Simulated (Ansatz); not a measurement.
Start from BiP in the zinc blende structure (space group F-43m, No. 216; a hypothetical phase, not in the database extracts checked; relaxed with 0.1 eV smearing).

```cif
data_BiP
_chemical_formula_sum 'P1 Bi1'
_space_group_name_H-M_alt 'P 1'
_space_group_IT_number 1
_cell_length_a 4.53126
_cell_length_b 4.53126
_cell_length_c 4.53126
_cell_angle_alpha 60.000
_cell_angle_beta 60.000
_cell_angle_gamma 60.000
loop_
_space_group_symop_operation_xyz
  'x, y, z'
loop_
_atom_site_label
_atom_site_type_symbol
_atom_site_fract_x
_atom_site_fract_y
_atom_site_fract_z
_atom_site_occupancy
P1 P 0.75000 0.75000 0.75000 1
Bi1 Bi 0.00000 0.00000 0.00000 1
```

Level of theory: PBEsol (Ansatz, an electronic-structure program; PAW; 420 eV plane waves; no spin-orbit coupling).

For the base:

Pressure: 0.0 GPa

Now apply this change: an isotropic linear strain of +4.37 %; the atoms relax in the strained cell.

**Question.** What happens to the pressure?

**Answer.** The pressure goes from zero to -4.6 GPa.

**Question.** Estimate the effect on the energy relative to the base.

**Answer.** The energy rises by 72 meV/atom.

No phonon test of stability was made. All final runs are without spin polarisation.
